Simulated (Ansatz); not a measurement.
# P_Ta (bcc Ta host)

All values below come from PBE, PAW (plane waves to 420 eV; Ansatz, a quantum-chemistry and plane-wave program). Set-up: 54-site cell; 4×4×4 shifted k-points; start: the Ta site; no spin–orbit coupling; finite-size errors of tenths of an eV; the relaxation kept the symmetry of the starting site.

Neighbours after relaxation, in Å: of the P atom: Ta 2.84, Ta 2.84, Ta 2.84, Ta 2.84, Ta 2.84, Ta 2.84, Ta 2.84, Ta 2.84 (the shell may go on).

Formation energies E_f are those of the neutral cell. Chemical conditions: host crystal and elements as references (Δμ(Ta) = 0.00 eV, Δμ(P) = 0.00 eV; P taken from its element, since no compound that bounds it was computed at this level; only phases computed here count, gases as isolated molecules at 0 K). Reference phases: P: black phosphorus, Ta: bcc Ta.

```json
[
 {"charge": "0", "moment (μB)": "not spin-polarised", "point group": "Oh", "largest move off a lattice site (Å)": "0.04", "E_f, host crystal and elements as references (eV)": "-0.48"}
]
```

Point groups are those of the whole cell at tolerances of 0.03 and 0.1 Å ("near" where only the looser one holds); none is given for unsettled states.

All states together cost very roughly 6 core-minutes.
